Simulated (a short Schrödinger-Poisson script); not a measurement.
System: MOS inversion layer, Si3N4 on p-type Si(100), at 300 K.

```csv
layer,material,thickness (nm),Na (cm⁻³)
1,Si3N4,4.4,-
2,Si,260,2.8e18
```

The device is made up for the run: typed textbook-type constants, with dimensions and the other settings drawn at random. Si3N4: permittivity 7.5, conduction-band edge (eV) 1.95, gap (eV) 5.1, electron mass (mₑ) 0.5. Si: permittivity 11.7, conduction-band edge (eV) 0, gap (eV) 1.124, Nv at 300 K (cm⁻³) 3.1e19.

Channel valleys (confinement mass, in-plane density-of-states mass, number): Δ2 0.916, 0.19, 2; Δ4 0.19, 0.417, 4. At the gate the conduction-band edge of layer 1 lies 2.26 eV − eVg above the Fermi level of the channel; the field vanishes at the back. Gaps are held at their typed values at every temperature. Mesh 0.03 nm at interfaces.

Solved with a short Schrödinger-Poisson script written for these runs: 1D Poisson equation in equilibrium, electrons classical, Boltzmann, parabolic valleys, classical holes, full ionisation, no traps, pinning or gate leakage.

The same stack at other levels of the model or other numerical settings:

```csv
run,sheet density of all electrons at Vg = 2.4 V (cm⁻²),sheet density of all electrons at Vg = 1.2 V (cm⁻²),capacitance at Vg = 2.4 V (μF/cm²),centroid of the channel electrons at Vg = 2.4 V (nm),rough cost against the base
base,1.25e13,1.91e12,1.46,0.20,about 1
"electrons treated as classical, Fermi-Dirac",?,1.81e12,?,0.36,5
"electrons treated as quantum, Hartree",9.76e12,?,1.30,1.07,30
mesh six times as coarse,1.22e13,1.81e12,1.44,0.30,0.6
```

Fill in the missing entries.


- electrons treated as quantum, Hartree, sheet density of all electrons at Vg = 1.2 V (cm⁻²): 6.57e11
- electrons treated as classical, Fermi-Dirac, sheet density of all electrons at Vg = 2.4 V (cm⁻²): 1.18e13
- electrons treated as classical, Fermi-Dirac, capacitance at Vg = 2.4 V (μF/cm²): 1.39

The classical rows ignore confinement, and Boltzmann statistics overrate the density once the band edge passes the Fermi level.
